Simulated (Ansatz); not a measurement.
Start from GaP in the zinc blende structure (space group F-43m, No. 216; a = 5.4514 Å).

All numbers come from Ansatz (a program for electronic structure) r2SCAN, without spin-orbit coupling.

One change was made to it. Results:

| quantity | base | after |
|---|---|---|
| band gap | 1.85 eV | zero |
| volume per atom | 20.25 Å³ | 25.13 Å³ |

### Question
What was done to the base?
A. P → N
B. P → W
C. P → Al

### Answer
C, P → Al. For comparison, the volume per atom in the other runs: P → W gives 22.92 Å³; P → N gives 11.37 Å³.

Whether these cells are dynamically stable was not tested. As relaxed here, AlGa and GaW are hypothetical phases, not in the database extracts checked. All final runs are without spin polarisation. An odd electron count without spin: GaW. GaW has a high density of states at the Fermi level and may be magnetic at this level. This is not the structure that GaN has at room temperature and ambient pressure.
